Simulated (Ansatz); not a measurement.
Bader charge of Cu (e) in related cells

Cell A: Cu (fcc, Fm-3m), 1 atom in the cell; spin state with PBE: run without spin, k-point mesh 28×28×28 on the run's own vectors. Conventional cell: a = b = c = 3.6292 Å, α = β = γ = 90.00°.

Cell B: Cu2O (Pn-3m), 6 atoms in the cell; spin state with PBE: run without spin, k-point mesh 8×8×8 on the run's own vectors. Conventional cell: a = b = c = 4.299 Å, α = β = γ = 90.00°.

Plane-wave PAW calculations with Ansatz (a program for electronic structure), its PAW set soft_1, cutoff 420 eV. The structures are at rest with PBE. Neutral cells; Fermi-Dirac smearing of at most 0.10 eV in the solids, energies taken to zero width. Cells are local rest points, mostly with their start's symmetry. No Hubbard U is applied. A dispersion term ran beside these levels; it doesn't touch the electrons. Electrons of density maxima off the nuclei are shared among the atoms. Mean over the atoms, with the range where they differ; positive means electrons lost.

```json
[
 {"cell": "A", "PBE": "0.00"},
 {"cell": "B", "PBE": "0.54"}
]
```

With PBE the value of B exceeds that of A by 0.54 e.
